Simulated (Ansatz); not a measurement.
**rutile IrO2 (0 0 1) on zinc-blende InSb (0 0 1) (film strained to the substrate, faces as cut)**

A periodic stack without vacuum, rutile IrO2 (0 0 1) on zinc-blende InSb (0 0 1) (film strained to the substrate, faces as cut): substrate slab In4Sb4, film Ir6O12, surface cells [[1, 0], [1, 1]] and [[0, 1], [-1, 0]], film strained by +3.6 and +3.6 %, faces Sb/In and IrO/IrO as cut (like faces can put a slab off its formula).

The start was prepared with a machine-learned potential, and the result is one local minimum, with the in-plane cell held and forces under 0.04 eV/Å; the film can end far from its bulk form.

Method: PBE (plane waves to 420 eV, PAW; Ansatz, a quantum-chemistry and plane-wave program). Spin–orbit coupling is left out; the runs are not spin-polarised. Its k-point mesh 7×7×1, Fermi–Dirac width 0.05 eV.

* **interface area**: 22.0 Å²
* **period**: 21.28 Å
* **gaps between the outermost planes at the two interfaces**: 1.44 and 1.24 Å
* **In–Ir contacts across the interfaces within 1.22 times the sum of covalent radii**: 3, mean 2.86 Å
* **Ir–Sb contacts across the interfaces within 1.22 times the sum of covalent radii**: 3, mean 2.78 Å
* **In–O contacts across the interfaces within 1.22 times the sum of covalent radii**: 2, mean 2.24 Å
* **O–Sb contacts across the interfaces within 1.22 times the sum of covalent radii**: 2, mean 2.10 Å

```
CELL_PARAMETERS angstrom
      4.67632     0.00721    -0.40077
      0.00522     4.69123     0.14688
     -3.08648     3.06901    21.72525
ATOMIC_POSITIONS crystal
  In 0.87578 0.88664 0.25405
  In 0.23945 0.51321 0.09012
  In 0.63603 0.65119 0.53462
  In 0.57738 0.25826 0.41094
  Sb 0.81994 0.44976 0.17534
  Sb 0.66015 0.06555 0.03420
  Sb 0.15454 0.13339 0.49624
  Sb 0.45958 0.82171 0.33249
  Ir 0.64354 0.70111 0.67713
  Ir 0.06435 0.25967 0.60229
  O  0.94922 0.39382 0.67907
  O  0.37268 0.55359 0.60651
  O  0.77032 0.95226 0.60508
  O  0.34959 0.99615 0.67925
  Ir 0.80292 0.58241 0.82412
  Ir 0.22461 0.13902 0.75008
  O  0.10459 0.27633 0.82256
  O  0.52992 0.44539 0.75085
  O  0.91930 0.83511 0.75052
  O  0.49535 0.88577 0.82284
  Ir 0.94421 0.44528 0.97583
  Ir 0.37255 0.02125 0.89530
  O  0.26185 0.15831 0.96938
  O  0.67639 0.32604 0.89473
  O  0.07557 0.72336 0.89599
  O  0.64528 0.77527 0.97079
```
